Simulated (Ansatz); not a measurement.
An Ansatz (a quantum-chemistry and plane-wave program) run: Ti with a change (pressure 30 GPa); plane-wave PAW DFT at the PBE level (Ansatz, 420 eV), without spin-orbit coupling, earlier PAW set.

Input:

Ansatz 0.2 input:
```yaml
crystal:
  lattice:
    - [2.8297524594, 0, 0]
    - [-1.4148762297, 2.4506375163, 0]
    - [0, 0, 4.4920849736]
  atoms:
    - { symbol: Ti, position: [0.3333333333, 0.6666666667, 0.75] }
    - { symbol: Ti, position: [0.6666666667, 0.3333333333, 0.25] }
basis: { ecutwfc: 420, ecutrho_ratio: 4, xc_grid: 2, fft_grid_basis: typed }
kpoints: { mp_grid: { grid: [18, 18, 10] } }
hamiltonian:
  xc: pbe
  dispersion: none
  pseudopotentials: { azcp: { folder: ./paw }, kind: paw }
scf: { occupations: { method: fermi_dirac, width: 0.05 } }
relax: { f_tol: 0.01, max_steps: 60, cell: { stress_tol: 0.02, p_target: 30.0 } }
output: { forces: true, stress: true }
checkpoint: { write: state.ck, write_every: 1000 }
```

Output (explanatory and most iteration lines left out):

```
Relaxation: its limit of steps is 60 (relax.max_steps)
Pseudopotential: Ti, paw, valence charge 12
Crystal: 2 atoms, lattice volume = 31.151 Å³
Basis set: ecut = 420 eV, 615 PW (Γ), exchange–correlation on 40×40×64 points (8 copies of the dense FFT grid, shifted against one another)
Bands: 16, of which v1, the nominal top of the filled ones, is band 12 counted from 1 (11 counted from 0)
Symmetry: 24 space group operations
Space group: P63/mmc (ITA 194), of the structure as read, at distance tolerance 3.1e-5 Å
k-points: 222 of 3240
Functional: x = pbe(κ = 0.804, μ = 0.2195149727645171), c = pbe(β = 0.06672455060314922)
SCF iter   1: F=—  HF=-4999.539889 eV  |F-HF|=—  |Δ(HF+E_count)|=         —  Δρ=5.87e-2  dr2=1.07e0  ethr=3.10e-3  ⟨swp⟩=4.0  Hψ=14285  notcnv=0
SCF iter   2: F=—  HF=-4999.275842 eV  |F-HF|=—  |Δ(HF+E_count)|=   2.64e-1  Δρ=3.02e-2  dr2=2.95e-1  ethr=3.10e-3  ⟨swp⟩=2.3  Hψ=6651  notcnv=0
SCF 1 converged in 6 iterations: F = -4999.189417 eV  dr2 = 3.35e-9
relax step   1: F+E_penalty+E_count = -4999.18941688 eV  Δ(F+E_penalty+E_count) = +0.000e0 eV  max|allowed force component| = 3.423e-16 eV/Å  Δτ_max = 0.0000 Å  P = +15.000 GPa  Ω = 31.151 Å³  (6 SCF iters, dr2 threshold 1.00e-7 eV, accepted)
[... steps on the carried basis left out ...]
relax step   9: F+E_penalty+E_count = -4998.85183829 eV  Δ(F+E_penalty+E_count) = -4.404e-6 eV  max|allowed force component| = 2.220e-16 eV/Å  Δτ_max = 0.0000 Å  P = +30.001 GPa  Ω = 28.704 Å³  stress off target by 7.09e-4 GPa  SCF on the basis re-selected at this cell (its energy is not comparable with the rows above)  (8 SCF iters)
SCF converged after 8 iterations
Free energy (F): -4998.851838 eV
Internal energy: -4998.836178 eV  (E = F + TS)
E sigma→0 (E₀):  -4998.844008 eV
Entropy (-TS):   -0.015660 eV (-7.830 meV/atom)
Fermi energy:    16.544393 eV
--- Forces (eV/Å), atoms counted from 1 ---
  atom   1  Ti     0.00000000     0.00000000     0.00000000
  atom   2  Ti    -0.00000000    -0.00000000    -0.00000000
--- Stress (GPa, compression-positive) ---
       30.000575      -0.000000       0.000000
       -0.000000      30.000575      -0.000000
        0.000000      -0.000000      30.000709
  P = ⅓ Tr σ = 30.0006 GPa (300.006 kbar)
--- Relaxed structure (7 steps of the walk, 7 accepted, 2 SCFs on fresh bases) ---
  cell:  # Å, volume = 28.7043 Å³
    - [2.7508218083521694, 1.072390778172723e-33, 2.7650026495173293e-18]
    - [-1.3754109041760847, 2.3822815673172273, -1.3825013247586648e-18]
    - [4.389298015275155e-18, -3.666080718824e-34, 4.380171589456673]
  atoms:
    - { symbol: Ti, position: [0.33333333333333326, 0.6666666666666665, 0.7499999999999999] }
    - { symbol: Ti, position: [0.6666666666666665, 0.33333333333333326, 0.24999999999999997] }
```

Load acts through the strain it causes; cell and atoms are relaxed under it. Whether these cells are dynamically stable was not tested. No other phases were tried under pressure. The final runs are not spin-polarised. The cell was made from Ti in the hcp (Mg type) structure (space group P6_3/mmc, No. 194) by this change: pressure 30 GPa.
